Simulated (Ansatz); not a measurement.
Consider BeTe in the zinc blende structure (space group F-43m, No. 216; a = 5.604 Å). Axes: x, y, z lie along the cube axes.

Method: PBEsol in Ansatz (plane waves to 420 eV, PAW, no spin-orbit coupling).

Strains are applied to the cell and any free atomic positions relax.

One change was made to it. Results:

```tsv
quantity	base	after
band gap	1.84 eV	1.62 eV
valence-band top at Γ (three highest levels, from the VBM)	0.00, 0.00, 0.00 eV	0.00, -0.16, -0.28 eV
```

**Question.** Which change produced these results?
A. tensor shear ε_xy = +1.43 %
B. tensor shear ε_xy = +0.29 %
C. tensor shear ε_xy = +1.14 %
D. tensor shear ε_xy = +0.57 %
E. tensor shear ε_xy = +1.71 %

**Answer.** E, tensor shear ε_xy = +1.71 %. For comparison, the band gap in the other runs: tensor shear ε_xy = +0.57 % gives 1.78 eV; tensor shear ε_xy = +1.43 % gives 1.67 eV; tensor shear ε_xy = +1.14 % gives 1.71 eV; tensor shear ε_xy = +0.29 % gives 1.81 eV.

Spin-orbit coupling, missing from the scalar runs, can matter with Te. Stability against distortions was not tested.

Ansatz is a quantum-chemistry and plane-wave program.
